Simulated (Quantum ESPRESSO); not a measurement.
Worked example: self-consistent single point of CsPbBr3 (Amm2, 10 atoms in the cell) in Quantum ESPRESSO.

Computed with PBEsol, PseudoDojo standard norm-conserving (PBESOL) pseudopotentials (plane waves; Quantum ESPRESSO).

```
CsPbBr3
1.0
    6.03737     0.00000     0.00000
    0.00000     5.81292     5.80757
    0.00000    -5.81292     5.80757
Cs Pb Br
2 2 6
Direct
  0.50000   0.49435   0.49435
  0.50000   0.99685   0.99685
  0.00000   0.99277   0.49169
  0.00000   0.49169   0.99277
  0.00000   0.18014   0.80542
  0.00000   0.80542   0.18014
  0.50000   0.48619   0.99301
  0.50000   0.99301   0.48619
  0.00000   0.30648   0.30648
  0.00000   0.68111   0.68111
```

Reference input (self-consistent single point, DFT, PBEsol, plane waves, PseudoDojo standard norm-conserving (PBESOL) pseudopotentials): ecutwfc = 65 Ry; occupations = fixed; potentials = {Cs: Cs.upf, Pb: Pb.upf, Br: Br.upf}; K_POINTS = automatic 5 4 4 0 0 0; nbnd = 50; conv_thr = 1e-10 Ry; mixing_beta = 0.3. This run's input differs from it in these lines:

```diff
@@ -40,3 +40,3 @@
 K_POINTS {automatic}
-5 4 4  0 0 0
+3 2 2  0 0 0
```

Output, abridged:

```
     Self-consistent Calculation

     iteration #  1     ecut=    65.00 Ry     beta= 0.30

     Threshold (ethr) on eigenvalues was too large:
     Diagonalizing with lowered threshold

     total energy              =    -562.09963857 Ry
     estimated scf accuracy    <       0.27506949 Ry

     iteration #  2     ecut=    65.00 Ry     beta= 0.30

     total energy              =    -562.11004190 Ry
     estimated scf accuracy    <       0.04356585 Ry

     iteration #  3     ecut=    65.00 Ry     beta= 0.30
     c_bands:  2 eigenvalues not converged

     total energy              =    -562.11923593 Ry
     estimated scf accuracy    <       0.00487635 Ry

   [... 7 blocks of this kind left out ...]

     iteration # 11     ecut=    65.00 Ry     beta= 0.30

     total energy              =    -562.12009577 Ry
     estimated scf accuracy    <          6.2E-10 Ry

     iteration # 12     ecut=    65.00 Ry     beta= 0.30
     End of self-consistent calculation

     highest occupied, lowest unoccupied level (ev):     2.9077    5.3321

!    total energy              =    -562.12009577 Ry
     estimated scf accuracy    <          6.3E-11 Ry

     convergence has been achieved in  12 iterations

     Forces acting on atoms (cartesian axes, Ry/au):

     atom    1 type  1   force =     0.00000000    0.00000000   -0.00025984
     atom    2 type  1   force =     0.00000000    0.00000000    0.00028266
     atom    3 type  2   force =     0.00000000    0.00012579    0.00004033
     atom    4 type  2   force =     0.00000000   -0.00012579    0.00004033
     atom    5 type  3   force =     0.00000000   -0.00050861   -0.00046318
     atom    6 type  3   force =     0.00000000    0.00050861   -0.00046318
   [... lines left out ...]

     Total force =     0.001531     Total SCF correction =     0.000010

          total   stress  (Ry/bohr**3)                   (kbar)     P=       -8.21
  -0.00008402   0.00000000   0.00000000          -12.36        0.00        0.00
   0.00000000  -0.00004294   0.00000000            0.00       -6.32        0.00
   0.00000000   0.00000000  -0.00004057            0.00        0.00       -5.97

   JOB DONE.
```

The run converged in 12 iterations. Against the reference run the free energy drops by 3.2 meV/atom, the pressure hardly changes (-0.80 to -0.82 GPa), the largest force goes from 0.014 to 0.018 eV/Å and the gap on the mesh goes from 2.206 to 2.424 eV. The full log also holds: “c_bands:  2 eigenvalues not converged”.

The starting cell comes from a database of computed structures (which also holds hypothetical and non-ambient phases and stackings), without a prior relaxation at this level. Spin-orbit coupling is off. Another mesh or the band path of this cell gives a smaller gap, so this value is not converged in the mesh.

Cost on one core of a shared machine: roughly 5 min.
